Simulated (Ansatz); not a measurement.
Amorphous tantalum oxide (Ta16O39), 55 atoms at 7.57 g/cm³, one PBE-relaxed geometry, zone centre. Methods: PBE, scalar-relativistic without spin-orbit coupling (Ansatz, an electronic-structure program); r2SCAN, scalar-relativistic without spin-orbit coupling (Ansatz). Plane waves to 420 eV (r2SCAN 500 eV). The usual formal charges leave 2 electrons over, so the level spacing at the Fermi energy parts defect or band states and needn't be the band gap. The higher rungs were started with moments on some atoms, which died out.

Preparation: random packing, a CHGNet melt and quench, and a DFT relaxation. O atoms were pushed apart under 1.9 Å during the dynamics, to hinder bonds among them. The hot cell started wider than the set density and was brought back towards it in steps. It is the lowest in DFT energy of 2 quenches. It is a model cell: composition and starting density were chosen by hand, and all elements were melted together. No dispersion term was used. A short ab initio anneal came between quench and relaxation. Its density started from a set value of 7.57 and ended at 7.57 g/cm³. The quench (nominally 95 K/ps over its main leg) was far faster than any real one, so the model tends to hold more defects than a real film. Values belong to this one cell and scatter from quench to quench. The volume was held where the preparation left it and the shape relaxed, at a PBE pressure of 3.5 GPa. Stress components on the final sampling reach 3.6 GPa. On a 2×2×2 Γ-centred mesh force components of up to 0.30 eV/Å stay, since the relaxation ran on the zone centre alone.

The relaxation ran on the zone centre alone. At PBE the level spacing at the Fermi energy is 0.42 eV on a 2×2×2 Γ-centred mesh, and the spacing at the zone centre alone 0.49 eV.

**Question.** What zone-centre spacing does r2SCAN give, roughly?

**Answer.** 0.59 eV (+0.10 eV against PBE).

The highest filled and the lowest empty state spread over these numbers of atoms (participation numbers): PBE: 10.2 and 14.4; r2SCAN: 9.1 and 13.9.
